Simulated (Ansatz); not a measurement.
A self-consistent single point of Sn (I4_1/amd, 2 atoms in the cell) with Ansatz (an electronic-structure program).

Computed with PBE, PAW files (plane waves; Ansatz).

```xyz
2
Lattice="-2.9319 2.9319 1.5948 2.9319 -2.9319 1.5948 2.9319 2.9319 -1.5948" Properties=species:S:1:pos:R:3 pbc="T T T"
Sn     0.0000     2.9319     0.7974
Sn     0.0000     0.0000     0.0000
```

Reference input (self-consistent single point, DFT, PBE, plane waves, PAW files): basis.ecutwfc = 420 eV; kpoints.mp_grid.grid = 9 9 9; kpoints.mp_grid.shift = 0.5 0.5 0.5; hamiltonian.xc = pbe; hamiltonian.pseudopotentials = {kind: paw} (an earlier, softer set of the program's PAW files); scf.occupations.method = methfessel_paxton; scf.occupations.width = 0.1 eV. This run's input differs from it in these lines:

Ansatz 0.2 input:
```diff
@@ -10,3 +10,3 @@
 basis:
-  ecutwfc: 420.0
+  ecutwfc: 250.0
 kpoints:
```

The program printed (abridged):

```
SCF iter   1: F=—  HF=-12047.864954 eV  |F-HF|=—  |Δ(HF+E_count)|=         —  Δρ=1.49e-2  dr2=1.24e-1  ethr=3.10e-3  ⟨swp⟩=5.9  Hψ=6423  notcnv=0
all-band conjugate gradients solve this SCF's bands
preconditioner: auto → none
SCF iter   2: F=—  HF=-12047.815944 eV  |F-HF|=—  |Δ(HF+E_count)|=   4.90e-2  S|Δr|=    0.00e0  Δρ=5.68e-3  dr2=1.31e-2  ethr=4.43e-4  ⟨swp⟩=2.0  Hψ=3182  notcnv=0  defer=10
SCF iter   3: F=—  HF=-12047.820788 eV  |F-HF|=—  |Δ(HF+E_count)|=   4.84e-3  S|Δr|=    0.00e0  Δρ=1.92e-3  dr2=1.28e-3  ethr=4.68e-5  ⟨swp⟩=2.0  Hψ=2382  notcnv=0  defer=10
SCF iter   4: F=—  HF=-12047.821533 eV  |F-HF|=—  |Δ(HF+E_count)|=   7.45e-4  S|Δr|=    0.00e0  Δρ=7.25e-5  dr2=1.18e-6  ethr=4.57e-6  ⟨swp⟩=1.3  Hψ=1445  notcnv=0  defer=10
SCF iter   5: F=—  HF=-12047.821601 eV  |F-HF|=—  |Δ(HF+E_count)|=   6.85e-5  S|Δr|=    0.00e0  Δρ=1.91e-5  dr2=7.76e-8  ethr=3.57e-10  ⟨swp⟩=7.5  Hψ=6786  notcnv=0
SCF iter   6: F=-12047.821602 eV  HF=-12047.821602 eV  |F-HF|=2.29e-10  |Δ(HF+E_count)|=   4.75e-8  S|Δr|=    0.00e0  Δρ=2.96e-6  dr2=2.15e-9  ethr=2.77e-10  ⟨swp⟩=2.1  Hψ=4351  notcnv=0
SCF 1 converged in 6 iterations: F = -12047.821602 eV  dr2 = 2.15e-9
Stability not checked (fill_not_monotonic)
Free energy (F): -12047.821602 eV
Internal energy: -12047.822303 eV  (E = F + TS)
E sigma→0 (E₀):  -12047.821777 eV
Entropy (-TS):   0.000701 eV (0.351 meV/atom)
Fermi energy:    10.626080 eV
--- Forces (eV/Å), atoms counted from 1 ---
  atom   1  Sn     0.00000000     0.00000000     0.00000000
  atom   2  Sn    -0.00000000     0.00000000     0.00000000
--- Stress (GPa, compression-positive) ---
        2.698699      -0.000000       0.000000
       -0.000000       2.698699       0.000000
        0.000000       0.000000       1.777974
  P = ⅓ Tr σ = 2.3918 GPa (23.918 kbar)
  The stress holds the Pulay correction. Without it, at fixed plane waves, as pw.x and ABINIT print it: P = -13.9492 GPa
```

The run converged in 6 iterations. Against the reference run the free energy goes up by 328 meV/atom and the pressure goes from 1.79 to 2.39 GPa.

The starting cell comes from a database of computed structures (which also holds hypothetical and non-ambient phases and stackings), without a prior relaxation at this level. Its lattice was rescaled by a random factor within 2.5 % of one. Ansatz's pressure includes its estimate of the finite-basis (Pulay) stress. Without the estimate this run gives -13.95 GPa. The cutoff lies below the one recommended for these files.
